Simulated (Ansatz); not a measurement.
Cubic perovskite CsPbCl₃ (cubic high-temperature phase) was calculated with G0W0@HSE06 in Ansatz (hard PAW, contour deformation, complete-basis limit).

Settings: largest k mesh 4×4×4 (not extrapolated in the mesh).

The cell has the measured lattice: a = b = c = 5.605 Å, α = β = γ = 90.00°.

Predict the band gap.


band gap: 3.80 eV

Note: filled d or f shells below the valence bands can shift G0W0 gaps through exchange with them, which wasn't tested here; GW on a hybrid start was not checked against another program; held by symmetry at 0 K, a high-temperature phase can be a saddle point; cell and atoms aren't relaxed at this level; the gap holds a correction of +0.47 eV to the complete basis.

Spin–orbit coupling is not included; with these elements it can move the gap by several tenths of an eV or more.

The result took around 14 core-hours (rough).

Ansatz is a program for electronic structure.
